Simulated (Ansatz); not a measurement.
The parent structure is Be5Pt (space group F-43m, No. 216; a = 5.940 Å; a cell from a computed database, its experimental status unchecked).

Perturbation: every lattice vector is shortened by 3.15 %; the atoms relax in the strained cell.

Levels (all Ansatz, a quantum-chemistry and plane-wave program, PAW): PBEsol (420 eV, without spin-orbit coupling); r2SCAN (500 eV, no spin-orbit coupling).

The geometry is relaxed with PBEsol.

| Property | Value |
|---|---|
| PBEsol lowest conduction level above the VBM at special points | W 0.21 eV; X 0.37 eV; U 0.80 eV; K 0.80 eV |
| PBEsol gap character | indirect, K–Γ (67 % along) → W |
| PBEsol smallest direct gap | 0.88 eV |
| PBEsol pressure | 20.16 GPa |

How does going to r2SCAN change the lowest conduction level above the VBM at special points, gap character, smallest direct gap and pressure?

The lowest conduction level above the VBM at special points goes from W 0.21 eV; X 0.37 eV; U 0.80 eV; K 0.80 eV to W 0.22 eV; X 0.36 eV; U 0.84 eV; K 0.84 eV; the gap character stays indirect, K–Γ (67 % along) → W; the smallest direct gap grows by 0.04 eV to 0.92 eV; the pressure rises by 2.59 GPa (20.16 GPa → 22.75 GPa).

Single points use the geometry relaxed with PBEsol. Their cutoffs differ, which shifts pressures a little. With Pt present, leaving out spin-orbit coupling can change the band edges. No phonon test of stability was made.
